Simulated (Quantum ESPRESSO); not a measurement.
A user runs Quantum ESPRESSO on SrCuO3 (Pm-3m, 5 atoms in the cell) and asks whether the run is sound. The aim is a self-consistent single point with DFT, PBEsol, plane waves, PSlibrary PAW (PBE) pseudopotentials.

Cell that was meant: a = 3.8384 Å, b = 3.8384 Å, c = 3.8384 Å, α = 90.00°, β = 90.00°, γ = 90.00°.

Part of the input:

```fortran
  celldm(1) = 7.2535247568
  nat = 5
  ntyp = 3
  ecutwfc = 8
  ecutrho = 56
  occupations = 'smearing'
  smearing = 'gauss'
  degauss = 0.0073499
```

Output (repeated stretches shortened):

```
     file Sr.pbe-spn-kjpaw_psl.1.0.0.UPF: wavefunction(s)  4P renormalized
   [... lines left out ...]
        k(    1) = (   0.0000000   0.0000000   0.0000000), wk =   0.0058309
        k(    2) = (   0.0000000   0.0000000   0.1428571), wk =   0.0349854
        k(    3) = (   0.0000000   0.0000000   0.2857143), wk =   0.0349854
   [... 17 lines left out ...]

     Dense  grid:     2721 G-vectors     FFT dimensions: (  18,  18,  18)

     Smooth grid:     1189 G-vectors     FFT dimensions: (  15,  15,  15)

     Initial potential from superposition of free atoms

     starting charge      38.9924, renormalised to      39.0000
     Self-consistent Calculation

     iteration #  1     ecut=     8.00 Ry     beta= 0.50

---- Real-time Memory Report at c_bands before calling an iterative solver
            72 MiB given to the printing process from OS
            24 MiB allocation reported by mallinfo(arena+hblkhd)
------------------

     total energy              =    -536.32578741 Ry
     estimated scf accuracy    <      54.28766598 Ry

     iteration #  2     ecut=     8.00 Ry     beta= 0.50

---- Real-time Memory Report at c_bands before calling an iterative solver
   [... lines left out ...]

---- Real-time Memory Report at c_bands before calling an iterative solver
            79 MiB given to the printing process from OS
            31 MiB allocation reported by mallinfo(arena+hblkhd)
------------------

     total energy              =    -555.41930001 Ry
     estimated scf accuracy    <          4.3E-10 Ry

     iteration # 13     ecut=     8.00 Ry     beta= 0.50

---- Real-time Memory Report at c_bands before calling an iterative solver
            79 MiB given to the printing process from OS
            31 MiB allocation reported by mallinfo(arena+hblkhd)
------------------
     End of self-consistent calculation

     the Fermi energy is    12.6235 ev

!    total energy              =    -555.41930004 Ry
     estimated scf accuracy    <          3.3E-11 Ry
     smearing contrib. (-TS)   =      -0.00092885 Ry
     internal energy E=F+TS    =    -555.41837119 Ry

      -> PAW hartree energy AE =     399.28317091 Ry
      -> PAW hartree energy PS =    -399.10609980 Ry
      -> PAW xc energy AE      =    -397.41059738 Ry
      -> PAW xc energy PS      =      94.83245023 Ry
      -> total E_H with PAW    =      32.91173037 Ry
      -> total E_XC with PAW   =    -375.81795782 Ry

     convergence has been achieved in  13 iterations

     Forces acting on atoms (cartesian axes, Ry/au):

   [... lines left out ...]

     Total force =     0.000000     Total SCF correction =     0.000000

          total   stress  (Ry/bohr**3)                   (kbar)     P=   -14284.34
  -0.09710295   0.00000000   0.00000000       -14284.34        0.00        0.00
   0.00000000  -0.09710295   0.00000000            0.00   -14284.34        0.00
   0.00000000   0.00000000  -0.09710295            0.00        0.00   -14284.34

   JOB DONE.
```

**Question.** Is anything amiss in this input, and did it matter?

**Answer.** The run is not sound. The fault is a basis or grid far too coarse for these potentials. The error of an incomplete plane-wave basis or grid does not cancel at such settings. To fix it, restore the cutoff that the potentials need and check convergence. The run converged in 13 iterations without an error; against the sound input the free energy goes up by 95.4 eV/atom and the pressure goes from -1.80 to -1428 GPa.

An input that runs soundly differs in these lines (not the only fix; some lines may just follow from the change or write a value another way):
```diff
-  ecutwfc = 8
-  ecutrho = 56
+  ecutwfc = 55
+  ecutrho = 385
```

With that input, the run converged in 19 iterations: free energy E − TS -8033.6947 eV; Fermi level (on the code's own zero) 8.77 eV; pressure -1.80 GPa (DFT, PBEsol, plane waves, PSlibrary PAW (PBE) pseudopotentials).

On the sound input: the starting cell comes from a database of computed structures (which also holds hypothetical and non-ambient phases and stackings), without a prior relaxation at this level. Spin polarisation is off; with an odd number of electrons in the cell that forces a metal, and a magnetic state may lie lower.
